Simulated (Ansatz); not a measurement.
What pressure −1 GPa does to SrMoO3

The reference is SrMoO3 (space group I4/mcm, No. 140; a = 5.584 Å, c = 7.904 Å; a cell from a computed database, its experimental status unchecked).

Perturbation: hydrostatic tension (pressure −1 GPa).

The values are results of DFT with PBEsol, PAW potentials and a 420 eV plane-wave cutoff in Ansatz (a quantum-chemistry and plane-wave program), no spin-orbit coupling, not measurements. Γ-centred 12×12×12 mesh, Fermi–Dirac width 0.05 eV.

- Volume per atom = 12.39 Å³ (base 12.32 Å³)
- Density = 6.21 g/cm³ (base 6.24 g/cm³)
- Lattice parameter a = 10.574 bohr (base 10.552 bohr)
- c/a ratio = 1.415 (base 1.416)
- Shortest interatomic distance = 3.739 bohr (base 3.734 bohr)
- Enthalpy H = E + PV relative to the base's energy = -0.08 eV/atom
- Band gap = zero (base zero)

Final structure:

```
SrMoO3
1.0
   -2.79767     2.79767     3.95749
    2.79767    -2.79767     3.95749
    2.79767     2.79767    -3.95749
Sr Mo O
2 2 6
Direct
  0.25000   0.75000   0.50000
  0.75000   0.25000   0.50000
  0.00000   0.00000   0.00000
  0.50000   0.50000   0.00000
  0.24446   0.25554   0.50000
  0.75554   0.74446   0.50000
  0.25554   0.75554   0.01108
  0.74446   0.24446   0.98892
  0.25000   0.25000   0.00000
  0.75000   0.75000   0.00000
```

Load acts through the strain it causes; cell and atoms are relaxed under it. Stability against distortions was not tested. No Hubbard U is applied, and correlation can decide whether such a compound is a metal. The final runs are not spin-polarised.
